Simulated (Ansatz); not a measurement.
## TiAl, response to strain

Start from TiAl (space group P4/mmm, No. 123; a = 2.796 Å, c = 4.038 Å; relaxed with 0.1 eV smearing).

Strains are applied to the cell and any free atomic positions relax.

Method: DFT with PBEsol, PAW potentials and a 420 eV plane-wave cutoff in Ansatz (an electronic-structure program), no spin-orbit coupling.

Notes on the quantities. energy relative to the base: free energy F; pressure: mean of the normal stresses, compression positive.

```json
[
 {"case": "base", "energy relative to the base": "0 meV/atom", "pressure": "0.0 GPa", "shortest interatomic distance": "2.796 Å"},
 {"case": "isotropic strain −3.00 %", "energy relative to the base": "+52 meV/atom", "pressure": "___", "shortest interatomic distance": "2.712 Å"},
 {"case": "isotropic strain −2.50 %", "energy relative to the base": "+36 meV/atom", "pressure": "10.5 GPa", "shortest interatomic distance": "2.726 Å"},
 {"case": "isotropic strain −2.00 %", "energy relative to the base": "+23 meV/atom", "pressure": "8.2 GPa", "shortest interatomic distance": "2.740 Å"},
 {"case": "isotropic strain −1.50 %", "energy relative to the base": "___", "pressure": "5.9 GPa", "shortest interatomic distance": "2.754 Å"},
 {"case": "isotropic strain −1.00 %", "energy relative to the base": "+5.5 meV/atom", "pressure": "3.8 GPa", "shortest interatomic distance": "2.768 Å"},
 {"case": "isotropic strain −0.50 %", "energy relative to the base": "+1.4 meV/atom", "pressure": "___", "shortest interatomic distance": "2.782 Å"},
 {"case": "isotropic strain +0.50 %", "energy relative to the base": "+1.3 meV/atom", "pressure": "-1.7 GPa", "shortest interatomic distance": "2.810 Å"},
 {"case": "isotropic strain +1.50 %", "energy relative to the base": "+11 meV/atom", "pressure": "-4.9 GPa", "shortest interatomic distance": "2.838 Å"},
 {"case": "isotropic strain +2.00 %", "energy relative to the base": "+20 meV/atom", "pressure": "-6.3 GPa", "shortest interatomic distance": "2.852 Å"}
]
```

Task: Complete the table.

Result: 
- isotropic strain −3.00 %, pressure: 13.1 GPa
- isotropic strain −1.50 %, energy relative to the base: +13 meV/atom
- isotropic strain −0.50 %, pressure: 1.9 GPa

Whether these cells are dynamically stable was not tested. The final runs are not spin-polarised.
